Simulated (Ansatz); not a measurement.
# Equilibrium lattice constant a of V3Si (model structure, started from the D03 type, Fm-3m, No. 225, 4 atoms in the cell) at several levels of theory

No measured value is used here.

```csv
level (code),value (Å)
PBE (Ansatz),5.924
PBEsol (Ansatz),5.861
PBE-D3(BJ) (Ansatz),5.841
```

PBE, PBEsol, PBE-D3(BJ): the starting moments vanished in the run, and other orders were not tried. Ansatz's density-functional and Hartree–Fock values are scalar-relativistic unless marked +SOC, with PAW data made under PBE.

A model structure was made by putting elements into a prototype or built by hand; it is no filed structure, need not be a known phase, and can be a saddle point held by its symmetry.

Ansatz is an electronic-structure program.
